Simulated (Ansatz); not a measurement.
**PbO: energy against volume**

PbO (litharge, P4/nmm, 18.537 Å³/atom and stress up to 0.01 GPa in the relaxed cell, c along z) under hydrostatic pressure, with the cell free. PBEsol-D3(BJ) in Ansatz, a plane-wave DFT program (PAW, default set), 420 eV, 8×8×7 Γ-centred mesh, Fermi-Dirac smearing 0.05 eV; ions are relaxed, or left where forces stay under 0.02 eV/Å, within the symmetry of each cell. Against the start cell, which lies near the measured one, the relaxed cell differs by -6.8 % in volume and -6.3 % in c; the values below rest on it.

Here V stands for volume and E for E less E0.

```
volume (Å³/atom)  E less E0 (meV/atom)  pressure (GPa)
----------------  --------------------  --------------
20.3880                          13.45           -2.01
19.2319                           2.27           -1.00
18.5366                           0.00            0.00
18.3697                           0.14            0.30
18.1613                           0.78            0.69
17.7868                           3.31            1.50
17.2200                              ?               ?
```

The 6 complete rows are fitted with the third-order Birch-Murnaghan form, a cubic in V^(-2/3), E against V. With u = V^(-2/3) - 0.142, the rows have u = -0.008007, -0.002689, 0.000773, 0.001637, 0.002733, 0.004758. Least squares gives E = 0.117 - 304.18·u + 191940·u² + 2743636·u³. Residuals (row less fit): 0.000, 0.001, 0.002, -0.005, 0.005, 0.000; standard error 0.005 (degrees of freedom: 2). Its minimum lies at u = 0.000779, so V0 = (0.142779)^(-3/2) = 18.54. There d²E/du² = 396700 and d³E/du³ = 1.646e7, so B0 = (4/9) × 18.54^(-7/3) × 396700 × 0.160218 = 31.1 GPa (the last factor turns the table's units into GPa), and B0' = 4 + (2/3) × 0.142779 × (1.646e7)/396700 = 7.9. B0' rests on the cubic coefficient alone and has a standard error of 0.1 from these residuals.

What does the fit predict for E at V = 17.2200, and how far is the calculated value from it?

u = 0.007961, so E = 0.117 - 304.18 × 0.007961 + 191940 × 0.007961² + 2743636 × 0.007961³ = 11.244 meV/atom. The calculation gives 11.15 meV/atom, 0.094 meV/atom below the prediction (0.7 % of the range of E in the table). The row lies outside the fitted rows, so this is an extrapolation. The scatter of the fitted rows lies at the last printed digit.

Spin-orbit coupling is left out, which can shift these values for the heavy elements here. Other structures, which can take over under pressure, weren't tried. The same form fitted to the pressure column gives B0' = 7.9; series where the two differ by over 0.4 aren't shown. Rows are the converged runs of the series near zero and its far end, less any whose ions stayed unrelaxed beside relaxed ones; series whose fitted rows scatter by over a few per cent of the range, as at a crossing or softening among them, aren't shown in this form.
